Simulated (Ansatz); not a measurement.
Consider MoS$_{2}$ in the 2H-MoS2 type structure (space group P6_3/mmc, No. 194; a = 3.149 Å, c = 12.090 Å; layered, stacked along the Cartesian z axis).

The values are results of PBE-D3(BJ) (Ansatz, an electronic-structure program), no SOC, not measurements.

| level | band gap | lattice parameter a | lattice parameter c |
|---|---|---|---|
| PBE-D3(BJ) | 0.78 eV | 3.149 Å | 12.090 Å |

Problem. What does experiment give, and how far off is each level?

Solution. Measured: band gap 1.23 eV (room temperature; as listed in Carlos M. O. Bastos et al., Physical Review Materials (2019)); lattice parameter a 3.16 Å (room temperature; as listed in arXiv:1605.07067); lattice parameter c 12.294 Å (room temperature; as listed in arXiv:1605.07067). Computed minus measured — band gap: PBE-D3(BJ) -0.45 eV; lattice parameter a: PBE-D3(BJ) -0.3 %; lattice parameter c: PBE-D3(BJ) -1.7 %. Measured values not marked as corrected hold thermal and zero-point effects that the static-lattice runs lack. A measured gap can be an optical one, lowered by exciton binding. Levels without spin-orbit coupling miss its effect on the gap.

No phonon test of stability was made.
